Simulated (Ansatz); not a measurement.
**HfSiO4: pressure 7.5 GPa**

Take HfSiO₄ (space group I4_1/amd, No. 141; a = 6.582 Å, c = 5.971 Å) as the base.

The change: a hydrostatic pressure of 7.5 GPa.

Method: Kohn–Sham DFT with the r2SCAN functional, run in Ansatz (a first-principles code) with PAW and 500 eV plane waves, no spin-orbit coupling. Settings: 6×6×6 k-points, 0.05 eV Fermi–Dirac smearing.

The volume per atom falls by 0.32 Å³ (10.78 Å³ → 10.46 Å³) and the lattice parameter a drops by 0.074 Å (6.582 Å → 6.508 Å). The c/a ratio increases by 0.004, from 0.907 to 0.911 and the enthalpy H = E + PV relative to the base's energy amounts to +0.50 eV/atom. The band gap goes up by 0.17 eV (6.01 eV → 6.18 eV) (an upper bound: an edge found on the path is not a true extremum; both cells).

Final structure:

```yaml
crystal:
  lattice:
    - [-3.25405, 3.25405, 2.96434]
    - [3.25405, -3.25405, 2.96434]
    - [3.25405, 3.25405, -2.96434]
  atoms:
    - { symbol: O, position: [0.13456, 0.32018, 0.81437] }
    - { symbol: O, position: [0.61544, 0.92982, 0.68563] }
    - { symbol: O, position: [0.24419, 0.92982, 0.31437] }
    - { symbol: O, position: [0.50581, 0.32018, 0.18563] }
    - { symbol: O, position: [0.67982, 0.86544, 0.18563] }
    - { symbol: O, position: [0.07018, 0.75581, 0.68563] }
    - { symbol: O, position: [0.07018, 0.38456, 0.31437] }
    - { symbol: O, position: [0.67982, 0.49419, 0.81437] }
    - { symbol: Si, position: [0.50000, 0.50000, 0.00000] }
    - { symbol: Si, position: [0.25000, 0.75000, 0.50000] }
    - { symbol: Hf, position: [0.75000, 0.25000, 0.50000] }
    - { symbol: Hf, position: [0.00000, 0.00000, 0.00000] }
```

Spin-orbit coupling, missing from the scalar runs, can matter with Hf. Load acts through the strain it causes; cell and atoms are relaxed under it. Whether these cells are dynamically stable was not tested. No other phases were tried under pressure.
